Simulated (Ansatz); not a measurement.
Amorphous Si30N40Ti, 71 atoms at 3.00 g/cm³, one PBE-relaxed geometry, zone centre. Methods: PBE, scalar-relativistic without spin-orbit coupling (Ansatz, a program for electronic structure); r2SCAN, scalar-relativistic without spin-orbit coupling (Ansatz); HSE06, scalar-relativistic without spin-orbit coupling (Ansatz). Plane waves to 420 eV (r2SCAN 500 eV); exact exchange is cut at the cell's faces. The usual formal charges leave 4 electrons over, so the level spacing at the Fermi energy parts defect or band states and needn't be the band gap. At PBE the levels at both edges of the gap are localised (band-tail or defect states), and the nearest spread-out levels lie 3.3 eV apart at the zone centre.

It comes from a melt-quench run on a machine-learned potential (CHGNet), relaxed afterwards by DFT. N atoms were pushed apart under 1.9 Å during the dynamics, to hinder bonds among them. The hot cell started wider than the set density and was brought back towards it in steps. It is the lowest in DFT energy of 2 quenches. It is a model cell: composition and starting density were chosen by hand, and all elements were melted together. No dispersion term was used. Its density started from a set value of 3.00 and ended at 3.00 g/cm³. The simulated quench (nominally 380 K/ps over its main leg) is rapid and tends to freeze in more defects than a deposited or slowly cooled glass has. One small periodic cell is one sample of the glass; other quenches scatter about these values. The volume was held where the preparation left it, at a PBE pressure of 2.2 GPa. Stress components on the final sampling reach 3.7 GPa. Cycles of charging lowered its energy after that relaxation.

The relaxation ran on the zone centre alone. At PBE the level spacing at the Fermi energy is 1.21 eV on a 2×2×2 Γ-centred mesh, and the spacing at the zone centre alone 1.28 eV.

Task: What zone-centre spacing does r2SCAN give, roughly?

Result: 1.62 eV (+0.34 eV against PBE).

Task: What zone-centre spacing does HSE06 give, roughly?

Result: 2.57 eV (+1.29 eV against PBE).

The highest filled and the lowest empty state spread over these numbers of atoms (participation numbers): PBE: 4.5 and 2.3; r2SCAN: 4.3 and 2.2; HSE06: 4.7 and 21.1.
